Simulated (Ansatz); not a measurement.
## GaP: pressure series

The reference is GaP in the zinc blende structure (space group F-43m, No. 216; a = 5.506 Å).

Cell and atoms are relaxed at each pressure.

Computed with PBE (Ansatz, an electronic-structure program), no spin-orbit coupling.

Only one of these has a direct gap. Which?
A) pressure −2 GPa
B) pressure 3 GPa
C) pressure 7.5 GPa
D) pressure 1.5 GPa
E) pressure 0.7 GPa

A, pressure −2 GPa. Computed: pressure −2 GPa: direct at Γ; pressure 1.5 GPa: indirect, Γ → Γ–X (87 % along); pressure 0.7 GPa: indirect, Γ → L; pressure 7.5 GPa: indirect, Γ → Γ–X (87 % along); pressure 3 GPa: indirect, Γ → Γ–X (87 % along)

Load acts through the strain it causes; cell and atoms are relaxed under it. Whether these cells are dynamically stable was not tested. Tetrahedral semiconductors of this kind turn to denser phases somewhere between about 1 and 50 GPa; those were not computed, so compressed cells here can lie past the real transition. The real GaP has an indirect gap at ambient pressure; PBE orders its close-lying valleys differently.
